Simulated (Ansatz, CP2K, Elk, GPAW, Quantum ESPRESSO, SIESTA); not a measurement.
**One structure in several programs: CsCdCl3 (Pm-3m, 5 atoms in the cell)**

Self-consistent single point.

```yaml
crystal:
  lattice:
    - [5.32020, 0.00000, 0.00000]
    - [0.00000, 5.32020, 0.00000]
    - [0.00000, 0.00000, 5.32020]
  atoms:
    - { symbol: Cs, position: [0.00000, 0.00000, 0.00000] }
    - { symbol: Cd, position: [0.50000, 0.50000, 0.50000] }
    - { symbol: Cl, position: [0.00000, 0.50000, 0.50000] }
    - { symbol: Cl, position: [0.50000, 0.00000, 0.50000] }
    - { symbol: Cl, position: [0.50000, 0.50000, 0.00000] }
```

All programs got the same cell, k-point mesh and kind of occupations (some realise fixed ones as a very narrow smearing) (in Ansatz's words: kpoints.mp_grid.grid = 5 5 5; scf.occupations.method = fixed); potentials, basis and cutoffs are each program's usual ones.

```csv
code,model,pressure (GPa),gap on the mesh (eV),k-points,cutoff
Ansatz,"LDA (PW92), PAW files made with PBE",-3.78,1.508,10,30.9 Ry
SIESTA,"LDA PW92, numerical atomic orbitals TZP, PseudoDojo LDA standard norm-conserving potentials (rewritten from UPF to PSML)",-5.35,1.483,63,grid 400 Ry
Quantum ESPRESSO,"LDA (PZ), GBRV 1.5 ultrasoft (LDA) pseudopotentials",-3.76,1.477,10,40 Ry
CP2K,"LDA (Pade form), GPW, DZVP-MOLOPT-SR-GTH basis, GTH-PADE potentials (GTH_POTENTIALS)",-3.10,1.379,63,grid 500 Ry
GPAW,"LDA (Perdew-Wang 92), GPAW PAW datasets LDA (gpaw-data 1.0.1)",-3.88,1.497,10,600 eV
Elk,"LDA (PW92), all-electron FP-LAPW, Elk's shipped species files, APW+lo basis with extra local orbitals",–,1.503,10,rgkmax 8
```

A dash marks a value that a program does not give, or that is left out as unsure.

Gaps are read on the mesh. Another mesh or the band path gives a smaller gap, so these values are not converged in the mesh.

The spread over the programs that give each value: pressure within 2.25 GPa; gap on the mesh within 0.129 eV.

The starting cell comes from a database of computed structures (which also holds hypothetical and non-ambient phases and stackings), without a prior relaxation at this level. Its lattice was rescaled by a random factor within 2.5 % of one. On Ansatz's run: In the base run, with a pressure of about -4 GPa the cell is away from its equilibrium volume at this level. Another mesh or the band path of this cell gives a smaller gap, so this value is not converged in the mesh.

Question: Why do the programs differ, and what cannot be compared?

Answer: Differences of this kind can come from the potentials, where these differ, and from what each basis and cutoff leave unconverged. The valence holds different numbers of electrons (Ansatz (a quantum-chemistry and plane-wave program) 50, SIESTA 50, Quantum ESPRESSO 42, CP2K 42, GPAW 42). The zero of total energies and Fermi levels follows the potentials and each program's conventions, so they are not compared here. SIESTA and CP2K use small atom-centred bases, whose incompleteness enters pressures, forces and empty levels differently from a plane-wave cutoff. Elk treats all electrons, but the usual bases taken here (sphere radii, linearisation, local orbitals, empty states) were not tested for convergence, so the values are no reference for the others. Ansatz's pressure is given at a fixed set of plane waves, as the other plane-wave codes print theirs. The same LDA comes in different parametrisations, which differ slightly. The programs reduce the same mesh by symmetry to different extents, which changes the work and not the result. In the pressure, SIESTA (by 1.57) lies more than 1 GPa from the median of the plane-wave programs.

Left out of this page: ABINIT and FLEUR (with a known weakness of the program).

Keys are those of Ansatz 0.2.
